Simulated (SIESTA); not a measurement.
Band structure of ZrScVNi3 (R3m, 6 atoms in the cell).

```
ZrScVNi3
1.0
    2.54001     1.46648     3.92295
   -2.54001     1.46648     3.92295
    0.00000    -2.93296     3.92295
Zr Sc V Ni
1 1 1 3
Cartesian
  0.00000   0.00000  11.70271
  0.00000   0.00000   2.98423
  0.00000   0.00000   7.36859
  1.26660  -0.73127   5.39767
  0.00000   1.46255   5.39767
 -1.26660  -0.73127   5.39767
```
Moments meant for the start (each program seeds them in its own way; μB, in the order of the atoms Zr Sc V Ni Ni Ni): 0.0 0.0 2.0 2.0 2.0 2.0.

Level of theory: LDA PW92, numerical atomic orbitals TZP, PseudoDojo LDA standard norm-conserving potentials (rewritten from UPF to PSML) in SIESTA.

Settings: XC.functional = LDA; XC.authors = PW92; potentials = PseudoDojo LDA standard; PAO.BasisSize = TZP; PAO.EnergyShift = 0.01 Ry; MeshCutoff = 350 Ry; kgrid.MonkhorstPack = 4 4 4; OccupationFunction = MP; OccupationMPOrder = 0; ElectronicTemperature = 0.05 eV; Spin = polarized; DM.InitSpin = [1 +0.00, 2 +0.00, 3 +2.00, 4 +2.00, 5 +2.00, 6 +2.00]; MaxSCFIterations = 150; SCF.Mixer.Method = Pulay.

The starting cell comes from a database of computed structures (which also holds hypothetical and non-ambient phases and stackings), without a prior relaxation at this level. The moments shrank to a small part of their start, a low-spin state that need not be the lowest. Values carry the incompleteness of an atom-centred basis.

Levels in eV from the Fermi level, bands 43 to 48 of the first spin channel:
```tsv
point	43	44	45	46	47	48
Γ	-0.50	-0.49	-0.49	0.05	0.46	0.46
L	-0.07	0.12	0.15	0.34	0.40	0.51
B1	-1.27	-0.51	-0.42	-0.11	0.46	0.59
B	-1.27	-0.51	-0.42	-0.11	0.46	0.59
Z	-1.26	-0.90	-0.90	-0.53	0.57	0.57
X	-1.08	-0.71	-0.18	-0.03	0.44	0.50
Q	-1.08	-0.71	-0.18	-0.03	0.44	0.50
F	-1.32	-0.85	-0.28	0.17	0.24	0.39
P1	-1.31	-0.60	-0.48	-0.05	0.47	0.70
P	-1.31	-0.60	-0.48	-0.05	0.47	0.70
```

Bands cross the Fermi level along this path, so the cell is metallic at this level.

Higher empty bands are left out: an atom-centred basis made for the valence describes them poorly.

The net moment of the cell came out as 0.65 μB.
